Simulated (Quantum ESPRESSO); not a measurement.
Band structure of ErBRh₃ (Pm-3m, 5 atoms in the cell).

```
ErBRh3
1.0
    4.08421     0.00000     0.00000
    0.00000     4.08421     0.00000
    0.00000     0.00000     4.08421
Er B Rh
1 1 3
Direct
  0.00000   0.00000   0.00000
  0.50000   0.50000   0.50000
  0.00000   0.50000   0.50000
  0.50000   0.00000   0.50000
  0.50000   0.50000   0.00000
```
Moments meant for the start (each program seeds them in its own way; μB, in the order of the atoms Er B Rh Rh Rh): 3.0 0.0 0.0 0.0 0.0.

Computed with PBEsol, SSSP 1.1.2 efficiency (PBE) pseudopotentials (plane waves; Quantum ESPRESSO 7.5).

Settings: ecutwfc = 60 Ry; ecutrho = 480 Ry; occupations = smearing; smearing = cold; degauss = 0.0147 Ry; nspin = 2; input_dft = pbesol; potentials = {Er: Er.GGA-PBE-paw-v1.0.UPF, B: b_pbe_v1.4.uspp.F.UPF, Rh: Rh_ONCV_PBE-1.0.oncvpsp.upf}; K_POINTS = automatic 5 5 5 0 0 0; conv_thr = 1e-10 Ry; mixing_beta = 0.4.

The starting cell comes from a database of published, mostly measured structures (it also holds non-ambient and calculated ones), without a prior relaxation at this level. Its lattice was rescaled by a random factor within 2.5 % of one. Spin-orbit coupling is off. With one magnetic atom in the cell only a parallel order is possible. With U or open f shells several self-consistent states can exist. The f electrons are in the valence without U or exact exchange, which can misplace them near the Fermi level. Spin-orbit terms, which matter for f shells, are left out.

Levels in eV from the Fermi level, bands 36 to 43 of the first spin channel:
```json
[
 {"point": "Γ", "36": "-0.57", "37": "-0.57", "38": "-0.57", "39": "0.38", "40": "0.38", "41": "0.38", "42": "0.38", "43": "4.42"},
 {"point": "X", "36": "-1.20", "37": "-1.09", "38": "-1.09", "39": "-0.73", "40": "0.38", "41": "2.15", "42": "2.15", "43": "3.87"},
 {"point": "M", "36": "-1.61", "37": "-1.48", "38": "-1.21", "39": "-0.68", "40": "-0.51", "41": "1.84", "42": "1.84", "43": "3.78"},
 {"point": "R", "36": "-1.28", "37": "0.20", "38": "0.20", "39": "0.20", "40": "1.80", "41": "1.80", "42": "1.80", "43": "2.60"}
]
```

Bands cross the Fermi level along this path, so the cell is metallic at this level.

The net moment of the cell came out as 2.97 μB.
